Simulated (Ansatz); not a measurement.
Ansatz (a quantum-chemistry and plane-wave program) run on Tc (P-3m1, 2 atoms in the cell): self-consistent single point.

Level of theory: PBEsol, default PAW files made with PBE (plane waves; Ansatz).

```yaml
crystal:
  lattice:
    - [1.36315, -2.36104, 0.00000]
    - [1.36315, 2.36104, 0.00000]
    - [0.00000, 0.00000, 4.36805]
  atoms:
    - { symbol: Tc, position: [0.33333, 0.66667, 0.26145] }
    - { symbol: Tc, position: [0.66667, 0.33333, 0.75000] }
```

Reference input (self-consistent single point, DFT, PBEsol, plane waves, default PAW files made with PBE): basis.ecutwfc = 500 eV; kpoints.mp_grid.grid = 14 14 8; hamiltonian.xc = pbesol; hamiltonian.pseudopotentials = {kind: paw} (the program's default PAW files); scf.occupations.method = gaussian; scf.occupations.width = 0.1 eV. This run's input differs from it in these lines:

Ansatz 0.2 input:
```diff
@@ -9,3 +9,3 @@
 basis:
-  ecutwfc: 500.0
+  ecutwfc: 350.0
 kpoints:
```

The program printed (abridged):

```
SCF iter   1: F=—  HF=-10675.190441 eV  |F-HF|=—  |Δ(HF+E_count)|=         —  Δρ=6.60e-2  dr2=1.19e0  ethr=3.10e-3  ⟨swp⟩=4.8  Hψ=14141  notcnv=0
all-band conjugate gradients solve this SCF's bands
preconditioner: auto → none
SCF iter   2: F=—  HF=-10674.857624 eV  |F-HF|=—  |Δ(HF+E_count)|=   3.33e-1  Δρ=3.36e-2  dr2=3.14e-1  ethr=3.10e-3  ⟨swp⟩=2.9  Hψ=6330  notcnv=0  defer=15
   [... lines left out ...]
SCF iter   4: F=—  HF=-10674.752319 eV  |F-HF|=—  |Δ(HF+E_count)|=   1.63e-3  Δρ=3.54e-3  dr2=1.31e-2  ethr=2.48e-5  ⟨swp⟩=2.2  Hψ=5665  notcnv=0  defer=15
SCF iter   5: F=—  HF=-10674.749019 eV  |F-HF|=—  |Δ(HF+E_count)|=   3.30e-3  Δρ=9.44e-5  dr2=1.47e-6  ethr=2.48e-5  ⟨swp⟩=2.0  Hψ=4585  notcnv=0  defer=15
SCF iter   6: F=—  HF=-10674.749019 eV  |F-HF|=—  |Δ(HF+E_count)|=   3.92e-7  Δρ=1.67e-5  dr2=3.48e-8  ethr=3.33e-10  ⟨swp⟩=7.2  Hψ=15554  notcnv=0
SCF iter   7: F=-10674.749019 eV  HF=-10674.749019 eV  |F-HF|=4.57e-10  |Δ(HF+E_count)|=   1.68e-9  Δρ=3.35e-6  dr2=1.30e-9  ethr=1.16e-10  ⟨swp⟩=1.5  Hψ=10161  notcnv=0
SCF 1 converged in 7 iterations: F = -10674.749019 eV  dr2 = 1.30e-9
Free energy (F): -10674.749019 eV
Internal energy: -10674.738442 eV  (E = F + TS)
E sigma→0 (E₀):  -10674.743730 eV
Entropy (-TS):   -0.010576 eV (-5.288 meV/atom)
Fermi energy:    22.678658 eV
--- Forces (eV/Å), atoms counted from 1 ---
  atom   1  Tc    -0.00000000    -0.00000000    -0.01632149
  atom   2  Tc     0.00000000     0.00000000     0.01632149
--- Stress (GPa, compression-positive) ---
       -0.685781       0.000000       0.000000
        0.000000      -0.685781      -0.000000
        0.000000       0.000000      -1.231326
  P = ⅓ Tr σ = -0.8676 GPa (-8.676 kbar)
  The stress holds the Pulay correction. Without it, at fixed plane waves, as pw.x and ABINIT print it: P = -30.1309 GPa
```

The run converged in 7 iterations. Against the reference run the free energy rises by 313 meV/atom, the pressure moves little (-0.97 to -0.87 GPa) and the largest force goes from 0.094 to 0.016 eV/Å.

The starting cell has typed, rounded lattice constants, without a prior relaxation at this level. Its lattice was rescaled by up to half a per cent. One atom was moved a little off its site on purpose. Spin polarisation is off. Ansatz's pressure includes its estimate of the finite-basis (Pulay) stress. Without the estimate this run gives -30.13 GPa. The cutoff lies below the one recommended for these files.
